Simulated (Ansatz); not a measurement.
Sensitivity of a calculation on CaMg5 (Amm2, 6 atoms in the cell) to its settings

CaMg5 is modelled in the orthorhombic space group Amm2 (No. 38), Pearson symbol oS12. Lattice parameters: a = 5.259 Å, b = 3.419 Å, c = 17.284 Å, α = 90.00°, β = 90.00°, γ = 90.00°. Ca on 2a is surrounded by 10 Mg at 3.307–3.469 Å and 2 Ca at 3.419 Å (anticuboctahedral). Mg1 on 2b sees 12 Mg at 3.211–3.419 Å (anticuboctahedral). Mg2 on 2b sees 4 Mg at 3.223–3.233 Å and 4 Mg at 3.419–3.520 Å and 4 Ca at 3.307 Å (anticuboctahedral). Mg3 on 2b has 10 Mg at 3.289–3.520 Å and 2 Ca at 3.320 Å (anticuboctahedral). Mg4 on 2a is surrounded by 10 Mg at 3.190–3.419 Å and 2 Ca at 3.469 Å (anticuboctahedral). Mg5 on 2a is surrounded by 8 Mg at 3.190–3.250 Å and 2 Mg at 3.419 Å and 2 Ca at 3.392 Å (anticuboctahedral). (Neighbours: up to the widest gap in distance over summed covalent radii, below 1.35, at either atom.)
(The calculation used a cell of 6 atoms; values per cell refer to that cell.)

Base run A: Ansatz (an electronic-structure program) with PBEsol, harder PAW files (source: ansatz) made with PBE, self-consistent single point.

Its settings: basis.ecutwfc = 620 eV; kpoints.mp_grid.grid = 3 5 5; hamiltonian.xc = pbesol; hamiltonian.pseudopotentials = {kind: paw, source: ansatz}; scf.occupations.method = methfessel_paxton; scf.occupations.width = 0.136 eV.

The starting cell comes from a database of computed structures (which also holds hypothetical and non-ambient phases and stackings), without a prior relaxation at this level. Ansatz's pressure includes its estimate of the finite-basis (Pulay) stress. Without a gap this mesh is coarse (it stands for a supercell whose shortest vector is 16 Å).

ΔF is the free energy per atom less that of run A. A dash stands where there is no value to compare (another energy zero or no entropy term, no result, no spin, no clean gap, or a mesh too coarse for one). Total energies depend on the potentials, the functional and any Hubbard or dispersion term, so they are compared only between runs that share all of them.

Run A gave: pressure (GPa) -0.69; largest force (eV/Å) 0.061; k-points 18; valence electrons 60.

Runs:
- B: crystal.symmetry.detect: default → false
- C: hamiltonian.xc: pbesol → r2scan [r2SCAN]
- D: 1 x 1 x 2 supercell, mesh divided and rounded up; kpoints.mp_grid.grid: 3 5 5 → 3 5 3
- E: scf.convergence.dr2_threshold: default (1e-07 eV) → 0.01 eV
- F: scf.mixing.preconditioner: default (the program chose Kerker) → ldos
- G: basis.precision: default → f64
- H: scf.mixing.algorithm: default (the program chose MSR1) → broyden; scf.mixing.beta: default → 0.7

What does run C change against A?

The pressure goes from -0.69 to -0.31 GPa and the largest force goes from 0.061 to 0.073 eV/Å.

```csv
run,ΔF (meV/atom),pressure (GPa),largest force (eV/Å),k-points,valence electrons
A,0.00,-0.69,0.061,18,60
B,0.00,-0.69,0.061,38,60
C,–,-0.31,0.073,18,60
D,17.2,-0.70,0.079,16,120
E,0.01,-0.69,0.060,18,60
F,0.00,-0.69,0.061,18,60
G,0.00,-0.69,0.061,18,60
H,0.00,-0.69,0.061,18,60
```

Keys are those of Ansatz 0.2.
